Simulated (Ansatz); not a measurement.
Candidates (primitive cells; geometry: cell and atoms relaxed with r2SCAN):
A. CsPbCl$_{3}$ (Pm-3m), a = 5.6735 Å, b = 5.6735 Å, c = 5.6735 Å, α = 90.00°, β = 90.00°, γ = 90.00°
B. CsPbBr₃ (Pm-3m), a = 5.938 Å, b = 5.938 Å, c = 5.938 Å, α = 90.00°, β = 90.00°, γ = 90.00°
C. SrTiO3 (Pm-3m), a = b = c = 3.907 Å, α = β = γ = 90.00°

### Question
Rank these by band gap (highest first), as r2SCAN with spin-orbit coupling, rigid bands run with Ansatz (a first-principles code) gives it.

### Answer
C (2.25 eV), A (1.18 eV), B (0.76 eV)

CsPbBr3 (Pm-3m), CsPbCl3 (Pm-3m): a high-temperature phase held by its symmetry.
